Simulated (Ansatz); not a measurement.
The reference is YCu in the CsCl type structure (space group Pm-3m, No. 221; a = 3.4251 Å; relaxed with 0.1 eV smearing). Axes: x, y, z lie along the cube axes.

All numbers come from DFT with PBEsol, PAW potentials and a 420 eV plane-wave cutoff in Ansatz (a quantum-chemistry and plane-wave program), scalar-relativistic without spin-orbit coupling.

Strains are applied to the cell and any free atomic positions relax; under biaxial strain the out-of-plane vector relaxes too.

One change was made to it. Results:

```csv
quantity,base,after
energy relative to the base (free energy F),0 meV/atom,+0.6 meV/atom
"pressure (mean of the normal stresses, compression positive)",0.0 GPa,-0.7 GPa
```

Question: Which of these changes matches the shifts?
A. uniaxial strain ε_zz = +2.67 %
B. isotropic strain −0.18 %
C. uniaxial strain ε_zz = +0.88 %
D. isotropic strain −4.85 %
E. biaxial strain −2.51 %, plane normal [110], relaxed out of plane

Answer: C, uniaxial strain ε_zz = +0.88 %. For comparison, the pressure in the other runs: isotropic strain −4.85 % gives 15.7 GPa; biaxial strain −2.51 %, plane normal [110], relaxed out of plane gives 2.6 GPa; uniaxial strain ε_zz = +2.67 % gives -1.9 GPa; isotropic strain −0.18 % gives 0.4 GPa.

Whether these cells are dynamically stable was not tested. All final runs are without spin polarisation.
